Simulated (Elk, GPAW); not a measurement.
A GPAW input for a self-consistent single point of Ta (Im-3m, 1 atom in the cell) (DFT PBEsol, plane waves, GPAW PAW datasets PBEsol (made by gpaw-setup)):

```python
from ase import Atoms
from ase.units import GPa
from gpaw import GPAW

atoms = Atoms(['Ta'],
              cell=[[-1.677934, 1.677934, 1.677934],
                    [1.677934, -1.677934, 1.677934],
                    [1.677934, 1.677934, -1.677934]],
              scaled_positions=[[0.000000, 0.000000, 0.000000]],
              pbc=True)

calc = GPAW(mode={'name': 'pw', 'ecut': 600},
            xc='PBEsol',
            kpts={'size': (18, 18, 18), 'gamma': True},
            occupations={'name': 'fermi-dirac', 'width': 0.136},
            nbands=-5,
            convergence={'density': 1e-05},
            symmetry={'symmorphic': False, 'tolerance': 0.0005},
            maxiter=120)

atoms.calc = calc

energy = atoms.get_potential_energy()
print('Energy (eV):', round(energy, 6))
forces = atoms.get_forces()
print('Forces (eV/Ang):')
print(forces.round(5))
stress = atoms.get_stress()
print('Stress (GPa, Voigt):', (stress / GPa).round(4))
```

Task: Write the same calculation as an input for Elk.

Result: This is the input that was run; spellings and numerical settings could be chosen otherwise.

```
tasks
  0

xctype
  22

rgkmax
  7.5

gmaxvr
  16.0

nxlo
  2

lorbcnd
  .true.

rmtscf
  0.92

lmaxi
  3

swidth
  0.00499791

maxscl
  100

avec
   -3.1708357152    3.1708357152    3.1708357152
    3.1708357152   -3.1708357152    3.1708357152
    3.1708357152    3.1708357152   -3.1708357152

atoms
  1
  'Ta.in'
  1
  0.0000000000  0.0000000000  0.0000000000    0.0 0.0 0.0

ngridk
  18 18 18
```

Basis, cutoffs, solver keys and any potentials are the target program's own. This input uses DFT, PBEsol, all-electron FP-LAPW, Elk's shipped species files, APW+lo basis with extra local orbitals.

The starting cell comes from a database of computed structures (which also holds hypothetical and non-ambient phases and stackings), without a prior relaxation at this level. Its lattice was rescaled by a random factor within 2.5 % of one.
